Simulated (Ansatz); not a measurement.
Here is the system:

```
Ge
1.0
    0.00000     2.73373     2.83729
    2.83729     0.00000     2.83729
    2.83729     2.73373     0.00000
Ge
2
Direct
  0.00000   0.00000   0.00000
  0.25000   0.25000   0.25000
```

No spin polarisation.

All numbers come from Ansatz (a first-principles code) r2SCAN, no spin-orbit coupling. Γ-centred 10×10×10 mesh, Fermi–Dirac width 0.05 eV.

Question: What electron mass does the calculation give?

Answer: 0.87 mₑ along k, 0.18 mₑ across (off the special points).

Question: Predict the stress (xx, yy, zz, yz, xz, xy; compression positive).

Answer: (1.90, 4.84, 1.90, 0.00, 0.00, 0.00) GPa.

The levels and masses belong to the bands next to the band gap. The cells carry an imposed strain or load. Masses are band curvatures over ±0.01 Å⁻¹ around the edge. Along k means along the line from Γ to the band edge. Stability against distortions was not tested. The cell was made from Ge in the diamond structure (space group Fd-3m, No. 227) by this change: uniaxial strain ε_yy = −3.65 %.
